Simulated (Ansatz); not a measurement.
The starting structures come from a database of crystals and need not be the phases stable at ambient conditions.

 Where the default PAW files enter, the runs use the earlier of Ansatz's two default sets.

Crystal: RbIO₃ (R3m, not sure to be the ambient phase, 5 atoms a cell, 18.5 Å³ an atom); planes in its conventional cell.

Level of theory: r2SCAN (plane waves, PAW; Ansatz, a program for electronic structure).

No gap correction and no spin-orbit coupling; mid-gap values are interpolated between computed energies.

```tsv
plane	area of the cell (Å²)	mid-gap κ (1/Å)	largest κ in the gap (1/Å)
(001)	35.2	0.40	0.41
(110)	29.0	…	…
(100)	50.2	…	…
```

Question: The slowest decay depends on the direction. Supply the withheld values.

Answer: 
- (110), mid-gap κ (1/Å): 0.34
- (110), largest κ in the gap (1/Å): 0.34
- (100), mid-gap κ (1/Å): 0.32
- (100), largest κ in the gap (1/Å): 0.33
